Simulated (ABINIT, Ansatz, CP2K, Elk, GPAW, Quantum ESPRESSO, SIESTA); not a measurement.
## One structure in several programs: WS₂ (P1, 3 atoms in the cell)

Self-consistent single point, at a second geometry (atoms moved at random). First geometry:

```yaml
crystal:
  lattice:
    - [3.15391, 0.00000, 0.00000]
    - [-1.57696, 2.73137, 0.00000]
    - [0.00000, 0.00000, 16.79294]
  atoms:
    - { symbol: W, position: [0.00000, 0.00000, 0.00000] }
    - { symbol: S, position: [0.33333, 0.66667, 0.90800] }
    - { symbol: S, position: [0.33333, 0.66667, 0.09200] }
```

Second geometry:
```
CELL_PARAMETERS angstrom
      3.15391     0.00000     0.00000
     -1.57696     2.73137     0.00000
      0.00000     0.00000    16.79294
ATOMIC_POSITIONS crystal
  W  0.99794 0.00938 0.00124
  S  0.33326 0.66885 0.90805
  S  0.33546 0.65511 0.09071
```

Shared settings, as Ansatz (a program for electronic structure) writes them: kpoints.mp_grid.grid = 6 6 1; scf.occupations.method = fixed. Potentials and cutoffs stand in the table.

```json
[
 {"code": "Ansatz", "model": "LDA (PW92), PAW files made with PBE", "ΔF from the first geometry (meV/atom)": "19.6", "pressure (GPa)": "0.14", "largest force (eV/Å)": "1.649", "gap on the mesh (eV)": "1.736", "cutoff": "default"},
 {"code": "CP2K", "model": "LDA (Pade form), GPW, DZVP-MOLOPT-SR-GTH basis, GTH-PADE potentials (GTH_POTENTIALS)", "ΔF from the first geometry (meV/atom)": "17.3", "pressure (GPa)": "-1.55", "largest force (eV/Å)": "1.515", "gap on the mesh (eV)": "1.704", "cutoff": "grid 500 Ry"},
 {"code": "GPAW", "model": "LDA (Perdew-Wang 92), GPAW PAW datasets LDA (gpaw-data 1.0.1)", "ΔF from the first geometry (meV/atom)": "19.0", "pressure (GPa)": "-0.05", "largest force (eV/Å)": "1.632", "gap on the mesh (eV)": "1.731", "cutoff": "550 eV"},
 {"code": "ABINIT", "model": "LDA (PW92), PAW (JTH v2.0 LDA PAW)", "ΔF from the first geometry (meV/atom)": "19.6", "pressure (GPa)": "0.08", "largest force (eV/Å)": "1.640", "gap on the mesh (eV)": "1.745", "cutoff": "42 Ry"},
 {"code": "SIESTA", "model": "LDA PW92, numerical atomic orbitals TZP, PseudoDojo LDA standard norm-conserving potentials (rewritten from UPF to PSML)", "ΔF from the first geometry (meV/atom)": "20.9", "pressure (GPa)": "0.21", "largest force (eV/Å)": "1.668", "gap on the mesh (eV)": "1.663", "cutoff": "grid 350 Ry"},
 {"code": "Quantum ESPRESSO", "model": "LDA (PW92), PseudoDojo standard norm-conserving (LDA) pseudopotentials", "ΔF from the first geometry (meV/atom)": "19.3", "pressure (GPa)": "0.02", "largest force (eV/Å)": "1.643", "gap on the mesh (eV)": "1.737", "cutoff": "70 Ry"},
 {"code": "Elk", "model": "LDA (PW92), all-electron FP-LAPW, Elk's shipped species files, default APW+lo basis", "ΔF from the first geometry (meV/atom)": "22.7", "pressure (GPa)": "–", "largest force (eV/Å)": "–", "gap on the mesh (eV)": "1.714", "cutoff": "default"}
]
```

Size of the force on each atom (eV/Å): Sizes of forces hide their directions.

```tsv
code	W1	S2	S3
Ansatz	1.649	0.343	1.325
CP2K	1.515	0.374	1.142
GPAW	1.632	0.370	1.270
ABINIT	1.640	0.345	1.311
SIESTA	1.668	0.307	1.455
Quantum ESPRESSO	1.643	0.361	1.293
```

A dash marks a value that a program does not give, or that is left out as unsure.

Gaps are read on the mesh.

On Ansatz's run: spin-orbit coupling is off.

The spread over the programs that give each value: ΔF from the first geometry within 5.4 meV/atom; pressure within 1.76 GPa; largest force within 0.153 eV/Å; gap on the mesh within 0.082 eV.

CP2K and SIESTA use small atom-centred bases, whose incompleteness enters pressures, forces and empty levels differently from a plane-wave cutoff. Elk treats all electrons, but the usual bases taken here (sphere radii, linearisation, local orbitals, empty states) were not tested for convergence, so the values are no reference for the others. Ansatz's pressure is given at a fixed set of plane waves, as the other plane-wave codes print theirs. In the pressure, CP2K (by 1.60) lies more than 1 GPa from the median of the plane-wave programs. In the force vectors, CP2K (by 0.184) and SIESTA (by 0.192) lie more than 0.08 eV/Å from the median of the plane-wave programs.

The starting cell comes from a database of computed structures (which also holds hypothetical and non-ambient phases and stackings), without a prior relaxation at this level. Its lattice was rescaled by a random factor within 2.5 % of one. For this run, on top of that: atoms moved at random.

Keys are those of Ansatz 0.2.
